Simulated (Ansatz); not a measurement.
## A computed series for hypothetical CdI2 type CeO2: response to strain

The reference is CeO$_{2}$ in the CdI2 type structure (space group P-3m1, No. 164; a = 3.601 Å, c = 4.525 Å; a hypothetical phase, not in the database extracts checked).

Strains are applied to the cell and any free atomic positions relax.

Method: PBE-D3(BJ) (Ansatz, a program for electronic structure, PAW, no SOC).

Notes on the quantities. energy relative to the base: free energy F.

| isotropic strain (%) | energy relative to the base (meV/atom) |
|---|---|
| -4.6 | 99.5 |
| -0.63 | 1.7 |
| -0.33 | ? |
| 0 | 0.0 |
| 5.39 | 104.9 |

**Question.** Fit ΔE = Aε² + Bε³ (ε in %) to the rows shown and predict the withheld row.

**Answer.** Least squares on the printed values gives A = 4.20 and B = -0.11 meV/atom (largest residual 0.0 meV/atom); this predicts 0.5 meV/atom, and the run gives 0.4 meV/atom, in agreement.

Stability against distortions was not tested. Seeded moments were not kept for the base. All final runs are without spin polarisation.
